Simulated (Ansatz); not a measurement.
# A computed series for BN: element substitutions

Consider BN in the zinc blende structure (space group F-43m, No. 216; a = 3.605 Å).

Each row replaces one element on all its sites; cell and atoms are relaxed.

Levels (all Ansatz, a program for electronic structure, PAW, earlier PAW set): PBEsol (420 eV, spin-orbit coupling left out); r2SCAN (500 eV, no spin-orbit coupling); PBEsol+SOC (420 eV, spin-orbit coupling included).

Band gaps by level, all at the geometries relaxed with PBEsol:

| case | PBEsol | r2SCAN | PBEsol+SOC |
|---|---|---|---|
| base | 4.29 eV | 5.00 eV | 4.29 eV |
| N → Bi | 0.43 eV | 0.52 eV | 0.24 eV |
| N → I | zero | 0.15 eV | zero |

Single points use the geometry relaxed with PBEsol. Differences between runs with and without spin-orbit coupling are approximate. With Bi and I present, leaving out spin-orbit coupling can change the band edges. Stability against distortions was not tested. As relaxed here, BiB and BI are hypothetical phases, not in the database extracts checked. The runs without spin-orbit coupling are not spin-polarised. A zero or small gap of BI and BiB can be the functional's error rather than a property of the material.
